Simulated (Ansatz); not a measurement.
Consider Nb in the bcc (W type) structure (space group Im-3m, No. 229; relaxed with 0.1 eV smearing).

```yaml
crystal:
  lattice:
    - [-1.62421, 1.62421, 1.62421]
    - [1.62421, -1.62421, 1.62421]
    - [1.62421, 1.62421, -1.62421]
  atoms:
    - { symbol: Nb, position: [0.00000, 0.00000, 0.00000] }
```

Cartesian axes are those of the cell as printed.

Calculations: plane-wave PAW DFT at the LDA level (Ansatz, an electronic-structure program, 420 eV), no SOC.

Strains are applied to the cell and any free atomic positions relax.

One change was made to it. Results:

| quantity | base | after |
|---|---|---|
| energy relative to the base (free energy F) | 0 meV/atom | +1.5 meV/atom |
| shortest interatomic distance | 281.3 pm | 282.3 pm |
| pressure (mean of the normal stresses, compression positive) | 0.0 GPa | -1.8 GPa |

### Question
Which of these changes matches the shifts?
A. uniaxial strain ε_zz = −2.00 %
B. uniaxial strain ε_zz = +3.00 %
C. uniaxial strain ε_zz = +1.00 %
D. uniaxial strain ε_zz = −1.00 %

### Answer
C, uniaxial strain ε_zz = +1.00 %. For comparison, the pressure in the other runs: uniaxial strain ε_zz = −2.00 % gives 4.0 GPa; uniaxial strain ε_zz = +3.00 % gives -5.2 GPa; uniaxial strain ε_zz = −1.00 % gives 1.9 GPa.

No phonon test of stability was made. The final runs are not spin-polarised.
